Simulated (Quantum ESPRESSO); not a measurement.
# σxx against uniaxial strain in cubic perovskite BaTiO3 (space group 221): C11 (Quantum ESPRESSO, PBEsol)

```yaml
crystal:
  lattice:
    - [3.91913, 0.00000, 0.00000]
    - [0.00000, 3.97881, 0.00000]
    - [0.00000, 0.00000, 3.97881]
  atoms:
    - { symbol: Ba, position: [0.00000, 0.00000, 0.00000] }
    - { symbol: Ti, position: [0.50000, 0.50000, 0.50000] }
    - { symbol: O, position: [0.50000, 0.00000, 0.50000] }
    - { symbol: O, position: [0.00000, 0.50000, 0.50000] }
    - { symbol: O, position: [0.50000, 0.50000, 0.00000] }
```

Method of the run: PBEsol, GBRV 1.5 ultrasoft (PBESOL) pseudopotentials (plane waves; Quantum ESPRESSO). Settings: ecutwfc = 65 Ry; ecutrho = 520 Ry; occupations = smearing; smearing = fd; degauss = 0.000734986 Ry; potentials = {Ba: ba_pbesol_v1.uspp.F.UPF, Ti: ti_pbesol_v1.4.uspp.F.UPF, O: o_pbesol_v1.2.uspp.F.UPF}; K_POINTS = automatic 10 10 10 0 0 0; conv_thr = 1e-10 Ry; mixing_beta = 0.3. The cell above is the first row's. The rows stretch one cube axis (x) by the strain ε and hold the other two. Stress is positive in tension. In all rows fractional positions and the k mesh are held.

| ε (%) | σxx (GPa) |
|---|---|
| -1.5 | ? |
| -1.0 | -3.30 |
| -0.5 | -1.59 |
| 0.0 | 0.03 |
| 0.5 | 1.57 |
| 1.0 | 3.04 |
| 1.5 | 4.42 |
| 2.0 | 5.74 |

Fit σxx of the 7 rows that show it with a parabola. Least squares gives σxx = 0.028 + 3.1674·ε - 0.1567·ε². Residuals (row less fit): -0.004, 0.005, 0.002, -0.003, 0.001, -0.007, 0.004; standard error 0.005 (degrees of freedom: 4). The slope at ε = 0, 3.1674 GPa per cent, gives C11 ≈ 100 × 3.1674 = 317 GPa, for the static lattice.

Q: Estimate the missing σxx (ε = -1.5); what did the run itself give?

A: σxx = 0.028 + 3.1674 × (-1.5) - 0.1567 × (-1.5)² = -5.076 GPa. The calculation gives -5.10 GPa, 0.024 GPa below the prediction (0.2 % of the range of σxx in the table). The row lies outside the fitted rows, so this is an extrapolation. From the scatter of the fitted rows alone, a prediction at this place has a standard error of 0.010 GPa, so the miss is 2.5 times that.

Carrying the step between the two nearest rows on in a straight line would have given -5.01, off by 0.09; series whose last step already gives the withheld value aren't shown. The reference cell has the volume at which an earlier scan in this program and functional put its minimum by a fit. This is a high-temperature phase, held here by symmetry. The runs keep the symmetry of the cell, so they don't test it for distortions. The unstrained cell stands at a pressure of -0.03 GPa, and the constants belong to that pressure. By symmetry this strain leaves no force on the atoms; the largest in the rows is 0.000 eV/Å. Spin-orbit coupling is off. Cutoffs and mesh are single choices, not tested for convergence of this quantity. Series with a scatter that would blur these digits, or in which a gap closes, are not shown. Strain series were run only where this level's volume lies within 10 % of a first guess from the measured size.
